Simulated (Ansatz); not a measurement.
System: WSeS (P-3m1, No. 164, 6 atoms in the cell; start mp-1216174). Method: PBEsol in Ansatz (PAW).

Run with plane-wave cutoff 520 eV, 12×12×4 k mesh (along the axes of the cell as run), Fermi–Dirac smearing 0.01 eV, no spin polarisation, scalar-relativistic PAW data made under PBE.

Cell (relaxed at this level):

Space group P-3m1 (No. 164); a = b = 3.2075 Å, c = 12.9698 Å, α = β = 90.00°, γ = 120.00°

```json
[
 {"atom": "W", "site": "2d", "symmetry": "3m.", "x": "0.3333", "y": "0.6667", "z": "0.2584"},
 {"atom": "Se", "site": "2d", "symmetry": "3m.", "x": "0.6667", "y": "0.3333", "z": "0.1267"},
 {"atom": "S", "site": "2d", "symmetry": "3m.", "x": "0.6667", "y": "0.3333", "z": "0.3767"}
]
```

Give the computed band gap, smallest direct gap on the k points sampled and Γ–Γ gap.


band gap: 0.91 eV
smallest direct gap on the k points sampled: 1.75 eV
Γ–Γ gap: 2.51 eV

Note: the cell has widely spaced layers and the level no dispersion term, so their spacing and the moduli can rest on weak binding.

Spin–orbit coupling is not included.

The result took around 22 core-seconds (rough).

A start named mp-… is a Materials Project structure, which need not be a measured phase.

Ansatz is a quantum-chemistry and plane-wave program.
